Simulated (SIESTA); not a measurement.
SIESTA run on Ti3In (I4/mmm, 4 atoms in the cell): self-consistent single point.

Level of theory: LDA PW92, numerical atomic orbitals DZP, PseudoDojo LDA standard norm-conserving potentials (rewritten from UPF to PSML) in SIESTA 5.4.2.

The change in words: lattice scaled by 0.98. Reference geometry:
```xyz
4
Lattice="-2.0136 2.0136 4.3019 2.0136 -2.0136 4.3019 2.0136 2.0136 -4.3019" Properties=species:S:1:pos:R:3 pbc="T T T"
Ti     0.0000     2.0136     2.1509
Ti     2.0136     0.0000     2.1509
Ti     0.0000     0.0000     4.3019
In     0.0000     0.0000     0.0000
```

Reference input (self-consistent single point, DFT, LDA PW92, numerical atomic orbitals DZP, PseudoDojo LDA standard norm-conserving potentials (rewritten from UPF to PSML)): XC.functional = LDA; XC.authors = PW92; potentials = PseudoDojo LDA standard; PAO.BasisSize = DZP; PAO.EnergyShift = 0.005 Ry; MeshCutoff = 350 Ry; kgrid.MonkhorstPack = 8 8 8; OccupationFunction = FD; ElectronicTemperature = 0.1 eV; MaxSCFIterations = 150; SCF.Mixer.Method = Broyden; SCF.Mixer.Weight = 0.25. This run's input differs from it in these lines:

```diff
@@ -12,5 +12,5 @@
 %block LatticeVectors
-    -2.013606000    2.013606000    4.301859000
-     2.013606000   -2.013606000    4.301859000
-     2.013606000    2.013606000   -4.301859000
+    -1.973334000    1.973334000    4.215822000
+     1.973334000   -1.973334000    4.215822000
+     1.973334000    1.973334000   -4.215822000
 %endblock LatticeVectors
```

Output (repeated stretches shortened):

```
        iscf     Eharris(eV)        E_KS(eV)     FreeEng(eV)     dDmax    Ef(eV) dHmax(eV)
   scf:    1    -6609.118328    -6644.737214    -6644.830668  1.050115 -6.068524  4.928102
   scf:    2    -6646.180457    -6645.875203    -6645.994835  0.275229 -6.395760  2.845179
   scf:    3    -6644.232832    -6645.838530    -6645.947798  0.259260 -6.518693  4.374793
   scf:    4    -6646.702897    -6646.564877    -6646.693897  0.131250 -6.627865  0.694655
   scf:    5    -6646.577925    -6646.574041    -6646.705004  0.033413 -6.630970  0.035561
   [... 2 lines left out ...]
   scf:    8    -6646.574543    -6646.574533    -6646.705178  0.000211 -6.637906  0.002446
   scf:    9    -6646.574534    -6646.574533    -6646.705179  0.000087 -6.638147  0.001579
   scf:   10    -6646.574512    -6646.574523    -6646.705179  0.000113 -6.638389  0.000425
   scf:   11    -6646.574528    -6646.574525    -6646.705179  0.000033 -6.638458  0.000382
SCF Convergence by DM+H criterion
max |DM_out - DM_in|         :     0.0000332653
max |H_out - H_in|      (eV) :     0.0003817212
SCF cycle converged after 11 iterations

Using DM_out to compute the final energy and forces

siesta: E_KS(eV) =            -6646.5745

siesta: E_KS - E_eggbox =     -6646.5745

siesta: Atomic forces (eV/Ang):
     1   -0.000175    0.000175   -0.000000
     2    0.000175   -0.000175    0.000000
     3    0.000000   -0.000000   -0.000000
     4   -0.000000    0.000000    0.000000
   Tot   -0.000000    0.000000   -0.000000
   Max    0.000175
   Res    0.000101    sqrt( Sum f_i^2 / 3N )
   Max    0.000175    constrained

Stress tensor Voigt[x,y,z,yz,xz,xy] (kbar):      -31.85      -31.85      -28.56        0.03        0.03        0.35
(Free)E + p*V (eV/cell)    -6645.4449
   [... lines left out ...]
siesta: FreeEng =     -6646.705179
siesta: Cell volume =         65.666437 Ang**3
siesta:          30.75025016         30.74462507  kBar
   [... lines left out ...]
   4 13.487   0.914   0.243   0.020  -0.009   0.020   0.598   0.597   0.598
              1.967   1.971   1.981   1.971   1.986   0.099   0.117   0.187

              0.117   0.109

mulliken: Qtot =       49.000

Mulliken Atomic Populations:
Atom #   charge [q] valence [e]  Species
     1     0.223882   11.776118  Ti
     2     0.223883   11.776117  Ti
     3     0.039267   11.960733  Ti
     4    -0.487032   13.487032  In
 Total     0.000000
```

The run converged in 11 iterations. Against the reference run the free energy drops by 5.8 meV/atom and the pressure goes from -4.47 to 3.07 GPa.

The starting cell comes from a database of computed structures (which also holds hypothetical and non-ambient phases and stackings), without a prior relaxation at this level. Its lattice was rescaled by a random factor within 2.5 % of one. For this run, on top of that: lattice scaled by 0.98. Spin polarisation is off. Values carry the incompleteness of an atom-centred basis. With a pressure of about 3 GPa the cell is away from its equilibrium volume at this level.

Cost on one core of a shared machine: roughly 3 min.
